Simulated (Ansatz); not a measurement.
MgO (model structure, started from the 4H type, P6₃mc, No. 186, 8 atoms in the cell)

Level of theory: PBEsol (PAW; Ansatz, an electronic-structure program).

Run with plane-wave cutoff 500 eV, 18×18×4 k mesh (along the axes of the cell as run), Fermi–Dirac smearing 0.05 eV, scalar-relativistic PAW data made under PBE.

Cell (relaxed at this level):

```cif
data_Mg4O4
_chemical_formula_sum 'Mg4 O4'
_space_group_name_H-M_alt 'P63mc'
_space_group_IT_number 186
_space_group_name_Hall 'P 6c -2c'
_cell_length_a 3.25527
_cell_length_b 3.25527
_cell_length_c 10.41536
_cell_angle_alpha 90.000
_cell_angle_beta 90.000
_cell_angle_gamma 120.000
loop_
_atom_site_label
_atom_site_type_symbol
_atom_site_symmetry_multiplicity
_atom_site_Wyckoff_symbol
_atom_site_fract_x
_atom_site_fract_y
_atom_site_fract_z
_atom_site_occupancy
Mg1 Mg 2 a 0.00000 0.00000 0.00235 1
Mg2 Mg 2 b 0.33333 0.66667 0.25100 1
O1 O 2 a 0.00000 0.00000 0.31095 1
O2 O 2 b 0.33333 0.66667 0.06132 1
```

```json
{
 "band_gap": "3.46 eV (on the SCF k mesh)"
}
```

Note: the relaxation could raise the start's symmetry but not lower it, so the cell can be a saddle point.

A model structure was made by putting elements into a prototype or built by hand; it is no filed structure, need not be a known phase, and can be a saddle point held by its symmetry.
